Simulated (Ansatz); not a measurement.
Start from Zr in the hcp (Mg type) structure (space group P6_3/mmc, No. 194; a = 3.1438 Å, c = 5.0928 Å; relaxed with 0.1 eV smearing). Axes: x lies along a and z along c of the hexagonal cell.

All numbers come from Ansatz (an electronic-structure program) LDA, spin-orbit coupling left out.

Before the change:

| Property | Value |
|---|---|
| Shortest interatomic distance | 3.127 Å |

The change: the cell is compressed by 2.00 % along x with no lateral relaxation; the atoms relax in the strained cell.

Problem. Estimate the effect on the shortest interatomic distance.

Solution. The shortest interatomic distance shrinks by 0.061 Å, from 3.127 Å to 3.066 Å.

Problem. What happens to the stress?

Solution. The stress (xx, yy, zz, yz, xz, xy; compression positive) amounts to (2.4, 1.9, 1.6, 0.0, 0.0, 0.0) GPa.

No phonon test of stability was made. All final runs are without spin polarisation.
